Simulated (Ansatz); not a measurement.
Pressure series in WC

Base system: WC (space group P-6m2, No. 187; a = 2.9220 Å, c = 2.8473 Å).

Cell and atoms are relaxed at each pressure.

The values are results of PBE (Ansatz, an electronic-structure program, PAW, no spin-orbit coupling), earlier PAW set, not measurements.

Notes on the quantities. enthalpy: H = E + PV relative to the base's energy.

```json
[
 {"variant": "base", "enthalpy": "–", "shortest interatomic distance": "2.207 Å"},
 {"variant": "pressure −2 GPa", "enthalpy": "-0.13 eV/atom", "shortest interatomic distance": "2.211 Å"},
 {"variant": "pressure −1 GPa", "enthalpy": "-0.07 eV/atom", "shortest interatomic distance": "2.209 Å"},
 {"variant": "pressure 0.3 GPa", "enthalpy": "+0.02 eV/atom", "shortest interatomic distance": "2.207 Å"},
 {"variant": "pressure 0.7 GPa", "enthalpy": "+0.05 eV/atom", "shortest interatomic distance": "2.206 Å"},
 {"variant": "pressure 1.5 GPa", "enthalpy": "+0.10 eV/atom", "shortest interatomic distance": "2.205 Å"},
 {"variant": "pressure 3 GPa", "enthalpy": "+0.20 eV/atom", "shortest interatomic distance": "2.202 Å"},
 {"variant": "pressure 5 GPa", "enthalpy": "+0.33 eV/atom", "shortest interatomic distance": "2.198 Å"},
 {"variant": "pressure 7.5 GPa", "enthalpy": "+0.49 eV/atom", "shortest interatomic distance": "2.194 Å"},
 {"variant": "pressure 10 GPa", "enthalpy": "+0.65 eV/atom", "shortest interatomic distance": "2.190 Å"}
]
```

Load acts through the strain it causes; cell and atoms are relaxed under it. No phonon test of stability was made. No other phases were tried under pressure. The final runs are not spin-polarised.
